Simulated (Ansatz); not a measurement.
Consider a 16-atom cell of (Ag,Cu)I started in the wurtzite structure, site fractions Ag 0.500, Cu 0.500, short-range order -0.17 among the nearest mixed sites of the first mixed sublattice (0 is random, a negative value favours unlike neighbours), space group P1 at the end. Its start:

```
CELL_PARAMETERS angstrom
     -4.47462     0.00752    -7.32357
      4.47314    -0.00733    -7.32266
      4.48674    -7.77700     0.00056
ATOMIC_POSITIONS crystal
  Cu 0.91298 0.58939 0.32856
  Cu 0.41060 0.07872 0.32491
  Ag 0.91969 0.57161 0.83665
  Ag 0.41934 0.08514 0.84314
  Cu 0.83560 0.15605 0.17571
  Ag 0.33392 0.66265 0.17732
  Ag 0.82661 0.17689 0.66176
  Cu 0.32999 0.66782 0.65376
  I  0.74731 0.39634 0.32091
  I  0.22015 0.91061 0.33827
  I  0.70789 0.39242 0.84940
  I  0.23571 0.87895 0.82542
  I  0.14978 0.46020 0.18618
  I  0.65933 0.97283 0.18963
  I  0.14058 0.49773 0.64310
  I  0.63053 0.98263 0.64528
```

Level of theory: r2SCAN (plane waves to 500 eV, PAW; Ansatz, an electronic-structure program). Spin–orbit coupling is left out; with elements this heavy it can move edges by tenths of an eV. Its k-point mesh 5×5×4, Fermi–Dirac width 0.01 eV.

### Question
Predict the alloy's volume and bond lengths.

### Answer
The volume per atom is 31.14 Å³ and the Cu–I bonds (within 1.22 times the sum of covalent radii) comes out as 2.630 Å on average, from 2.610 to 2.652 (16). The Ag–I bonds (within 1.22 times the sum of covalent radii) is 2.830 Å on average, from 2.815 to 2.846 (16).
